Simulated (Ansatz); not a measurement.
## Ti3GeC2: pressure series

Base system: Ti3GeC2 (space group P6_3/mmc, No. 194; a cell from a computed database, its experimental status unchecked).

```
CELL_PARAMETERS angstrom
      3.06492     0.00000     0.00000
     -1.53246     2.65430     0.00000
      0.00000     0.00000    17.69962
ATOMIC_POSITIONS crystal
  Ti 0.66667 0.33333 0.86729
  Ti 0.33333 0.66667 0.13271
  Ti 0.33333 0.66667 0.36729
  Ti 0.66667 0.33333 0.63271
  Ti 0.00000 0.00000 0.00000
  Ti 0.00000 0.00000 0.50000
  Ge 0.00000 0.00000 0.75000
  Ge 0.00000 0.00000 0.25000
  C  0.66667 0.33333 0.42839
  C  0.33333 0.66667 0.57161
  C  0.33333 0.66667 0.92839
  C  0.66667 0.33333 0.07161
```

Cell and atoms are relaxed at each pressure.

All numbers come from Ansatz (an electronic-structure program), PBEsol, PAW, cutoff 420 eV, no SOC.

```json
[
 {"variant": "base", "c/a ratio": "5.775", "shortest interatomic distance": "2.074 Å"},
 {"variant": "pressure −2 GPa", "c/a ratio": "5.777", "shortest interatomic distance": "2.079 Å"},
 {"variant": "pressure −1 GPa", "c/a ratio": "5.776", "shortest interatomic distance": "2.076 Å"},
 {"variant": "pressure 0.3 GPa", "c/a ratio": "5.775", "shortest interatomic distance": "2.073 Å"},
 {"variant": "pressure 0.7 GPa", "c/a ratio": "5.774", "shortest interatomic distance": "2.072 Å"},
 {"variant": "pressure 1.5 GPa", "c/a ratio": "5.774", "shortest interatomic distance": "2.070 Å"},
 {"variant": "pressure 3 GPa", "c/a ratio": "5.772", "shortest interatomic distance": "2.067 Å"},
 {"variant": "pressure 5 GPa", "c/a ratio": "5.771", "shortest interatomic distance": "2.062 Å"},
 {"variant": "pressure 7.5 GPa", "c/a ratio": "5.770", "shortest interatomic distance": "2.056 Å"},
 {"variant": "pressure 10 GPa", "c/a ratio": "5.769", "shortest interatomic distance": "2.051 Å"}
]
```

Load acts through the strain it causes; cell and atoms are relaxed under it. Stability against distortions was not tested. Competing high-pressure phases were not computed. All final runs are without spin polarisation.
